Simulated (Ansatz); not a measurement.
Take MoSi₂ (space group I4/mmm, No. 139; a = 3.190 Å, c = 7.822 Å; relaxed with 0.1 eV smearing) as the base. Axes: x, y, z lie along a, b, c of the conventional cell.

Level of theory: DFT with PBEsol, PAW potentials and a 420 eV plane-wave cutoff in Ansatz (a program for electronic structure), no SOC.

For the base:

Volume per atom: 13.27 Å³

The change: biaxial strain +1.00 %, plane normal [001], relaxed out of plane (Cartesian); in-plane vectors clamped, the third vector and the atoms free.

**Question.** Estimate the effect on the volume per atom.

**Answer.** The volume per atom grows by 0.22 Å³ to 13.49 Å³.

No phonon test of stability was made. The final runs are not spin-polarised.
